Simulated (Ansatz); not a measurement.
Consider Cu in the fcc (Cu type) structure (space group Fm-3m, No. 225; a = 3.579 Å).

Method: Ansatz (a program for electronic structure), r2SCAN, PAW, cutoff 500 eV, spin-orbit coupling left out, earlier PAW set.

Before the change:

The volume per atom comes out as 11.46 Å³ and the band gap is zero.

Perturbation: every Cu is replaced by Pb; the structure is relaxed again.

Tabulated Pauling electronegativity and covalent radius: Cu 1.90, 1.32 Å; Pb 2.33, 1.46 Å.

Q: What does the calculation give for the volume per atom and band gap after the change?

A: The volume per atom rises by 19.63 Å³ to 31.09 Å³; the band gap stays zero.

Stability against distortions was not tested. All final runs are without spin polarisation.
